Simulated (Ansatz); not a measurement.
# SrO, response to strain

Start from SrO in the rock salt structure (space group Fm-3m, No. 225; a = 5.122 Å).

Strains are applied to the cell and any free atomic positions relax.

The values are results of PBEsol in Ansatz (plane waves to 420 eV, PAW, without spin-orbit coupling), not measurements.

Notes on the quantities. energy relative to the base: free energy F.

```tsv
variant	smallest direct gap	energy relative to the base	pressure	electron mass
base	3.26 eV	0 meV/atom	0.00 GPa	1.2 mₑ along k, 0.39 mₑ across (at X)
isotropic strain −3.00 %	–	+44 meV/atom	10.54 GPa	1.2 mₑ along k, 0.37 mₑ across (at X)
isotropic strain −2.00 %	3.16 eV	+19 meV/atom	6.52 GPa	1.2 mₑ along k, 0.37 mₑ across (at X)
isotropic strain −1.50 %	3.19 eV	+10 meV/atom	4.71 GPa	1.2 mₑ along k, 0.38 mₑ across (at X)
isotropic strain −1.00 %	3.22 eV	+4.6 meV/atom	3.02 GPa	1.2 mₑ along k, 0.38 mₑ across (at X)
isotropic strain +0.50 %	3.29 eV	+1.1 meV/atom	-1.36 GPa	1.2 mₑ along k, 0.39 mₑ across (at X)
isotropic strain +1.00 %	3.30 eV	+4.3 meV/atom	-2.62 GPa	1.2 mₑ along k, 0.40 mₑ across (at X)
isotropic strain +2.00 %	3.34 eV	+17 meV/atom	-4.87 GPa	1.2 mₑ along k, 0.40 mₑ across (at X)
isotropic strain +2.50 %	3.35 eV	+25 meV/atom	-5.88 GPa	1.2 mₑ along k, 0.41 mₑ across (at X)
isotropic strain +3.00 %	3.33 eV	+36 meV/atom	-6.81 GPa	1.2 mₑ along k, 0.41 mₑ across (at X)
```

Effective masses come from finite differences of ±0.01 Å⁻¹. Along k means along the line from Γ to the band edge. Stability against distortions was not tested.

Ansatz is a first-principles code.
